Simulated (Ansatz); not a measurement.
## A computed series for Mo: response to strain

Take Mo in the bcc (W type) structure (space group Im-3m, No. 229; a = 3.130 Å; relaxed with 0.1 eV smearing) as the base.

Strains are applied to the cell and any free atomic positions relax.

Method: Kohn–Sham DFT with the PBEsol functional, run in Ansatz (a quantum-chemistry and plane-wave program) with PAW and 420 eV plane waves, no spin-orbit coupling.

Candidates:
(a) isotropic strain −2.50 %
(b) isotropic strain +2.00 %
(c) isotropic strain +2.50 %

Notes on the quantities. energy relative to the base: free energy F.

**Question.** Order them by energy relative to the base, lowest first.

**Answer.** (b) isotropic strain +2.00 % (+45 meV/atom), (c) isotropic strain +2.50 % (+70 meV/atom), (a) isotropic strain −2.50 % (+82 meV/atom)

Stability against distortions was not tested. All final runs are without spin polarisation.
